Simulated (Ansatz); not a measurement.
How the bulk modulus B0 of TaRu (P4/mmm, No. 123; start mp-1601) moves with the method

No measured value is used here.

```json
[
 {"level (code)": "LDA (Ansatz)", "value (GPa)": "[?]", "cell (Å³/atom)": "15.17"},
 {"level (code)": "PBEsol (Ansatz)", "value (GPa)": "274", "cell (Å³/atom)": "15.48"},
 {"level (code)": "r²SCAN (Ansatz)", "value (GPa)": "270", "cell (Å³/atom)": "15.72"}
]
```

### Question
Complete the blanks.

### Answer

- LDA (Ansatz, a program for electronic structure), value (GPa): 288

Density-functional levels without +SOC have no spin–orbit coupling. LDA, PBEsol, r²SCAN: the run has no spin polarisation, so it can have missed a magnetic state. LDA, PBEsol, r²SCAN: the bulk modulus is −V dP/dV from two relaxed cells at ±2 % in volume. LDA, PBEsol, r²SCAN: the relaxation could not lower the start's symmetry, so the cell can be a saddle point above a distorted one. Each level is taken at its own relaxed cell. Cutoffs differ between the levels. Ansatz's density-functional and Hartree–Fock values are scalar-relativistic unless marked +SOC, with PAW data made under PBE.

A start named mp-… is a Materials Project structure, which can be a computed phase never made.
